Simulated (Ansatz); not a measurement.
## Short convergence ladders for Cu (Fm-3m, 1 atom in the cell)

```
CELL_PARAMETERS angstrom
      0.00000     1.81042     1.81042
      1.81042     0.00000     1.81042
      1.81042     1.81042     0.00000
ATOMIC_POSITIONS crystal
  Cu 0.00000 0.00000 0.00000
```

Base method: PBE (plane waves, PAW; Ansatz, a first-principles code).

Base settings: basis.ecutwfc = 420 eV; kpoints.mp_grid.grid = 16 16 16; hamiltonian.xc = pbe; hamiltonian.pseudopotentials = {kind: paw} (the program's default PAW files); scf.occupations.method = gaussian; scf.occupations.width = 0.1 eV.

The count of work is k-points × plane waves × bands × iterations; it is no time. 

**The cutoff for other potential files**

Level: DFT, PBE, plane waves, norm-conserving files (source: ansatz).

In this ladder: hamiltonian.pseudopotentials = {kind: nc, source: ansatz}.

The second cell is the first with its lattice scaled by 0.98.

The mesh stays at the base's, so the ladder's end is converged at best in this setting alone.

The first pressure column holds Ansatz's estimate of the finite-basis (Pulay) stress, which hides part of the cutoff error; the other is without it.

Only quantities that move along the ladder and can be compared are tabulated.

```csv
basis.ecutwfc,free energy less the last step's (meV/atom),energy of the compressed cell less the first (meV/atom),pressure (GPa),pressure without the Pulay estimate (GPa),count of work / last
565 eV,51865.36,-105.94,-21.77,-2414.10,0.13
690 eV,14954.25,120.56,14.01,-1025.15,0.20
875 eV,1360.13,23.22,-0.62,-160.25,0.21
1065 eV,43.97,26.61,1.23,-8.10,0.28
1250 eV,1.11,26.32,1.14,1.10,0.37
1500 eV,0.59,26.30,1.14,1.12,0.43
1880 eV,0.34,26.29,1.14,1.12,0.63
2505 eV,0.00,26.29,1.14,1.13,1.0
```

Coarsest basis.ecutwfc that holds the free energy within 2 meV/atom of the last step, with all finer ones: 1250 eV, at 0.37 of the last step's count of work; the step before is off by 44 meV/atom.

Coarsest basis.ecutwfc that holds the energy of the compressed cell less the first within 2 meV/atom of the last step, with all finer ones: 1065 eV, at 0.28 of the last step's count of work; the step before is off by 3.1 meV/atom.

Coarsest basis.ecutwfc that holds the pressure within 0.1 GPa of the last step, with all finer ones: 1065 eV, at 0.28 of the last step's count of work; the step before is off by 1.8 GPa.

The energy difference between the two cells stays within 1 meV/atom of the last step's from 1065 eV on, the total only from 1500 eV on: much of the error is common to both cells and cancels.

At the lowest cutoff the pressure without the Pulay estimate lies 2420 GPa under the last step's, the usual sign of Pulay stress in an incomplete plane-wave basis.

**The relaxed cell against the cutoff**

In this ladder: relax = cell and atoms.

The mesh stays at the base's, so the ladder's end is converged at best in this setting alone.

Only quantities that move along the ladder and can be compared are tabulated.

```csv
basis.ecutwfc,relaxed volume (Å³/atom),relaxation steps
210 eV,10.865,76
250 eV,12.805,85
295 eV,12.187,14
355 eV,11.969,6
420 eV,11.962,4
505 eV,11.956,4
630 eV,11.956,4
840 eV,11.956,4
```

Coarsest basis.ecutwfc that holds the relaxed volume within 0.06 Å³/atom of the last step, with all finer ones: 355 eV; the step before is off by 0.23 Å³/atom.

At the lowest cutoff the cell relaxes to a volume 9.1 % smaller than at the highest. Ansatz relaxes on a stress corrected for the finite basis.

On the base run: the starting cell has typed, rounded lattice constants, without a prior relaxation at this level. Its lattice was rescaled by up to half a per cent. Spin polarisation is off.

Keys are those of Ansatz 0.2.
